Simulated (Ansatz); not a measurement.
Base system: NbAgO3 in the cubic perovskite structure (space group Pm-3m, No. 221; a = 3.950 Å; a cell from a computed database, its experimental status unchecked).

Now apply this change: a hydrostatic pressure of 5 GPa.

Levels (all Ansatz, a quantum-chemistry and plane-wave program, PAW, earlier PAW set): PBEsol (420 eV, no spin-orbit coupling); PBEsol+SOC (420 eV, with spin-orbit coupling).

The geometry is relaxed with PBEsol.

- PBEsol band gap: 1.43 eV
- PBEsol smallest direct gap: 1.60 eV
- PBEsol gap character: indirect, M → X

Task: How does going to PBEsol+SOC change the band gap, smallest direct gap and gap character?

Result: The band gap shrinks by 0.02 eV, from 1.43 eV to 1.41 eV; the smallest direct gap falls by 0.12 eV to 1.48 eV; the gap character remains indirect, M → X.

Single points use the geometry relaxed with PBEsol. Differences between runs with and without spin-orbit coupling are approximate. Load acts through the strain it causes; cell and atoms are relaxed under it. Whether these cells are dynamically stable was not tested. Competing high-pressure phases were not computed. Many cubic perovskites are stable only at high temperature; tilts and polar distortions were not tested.
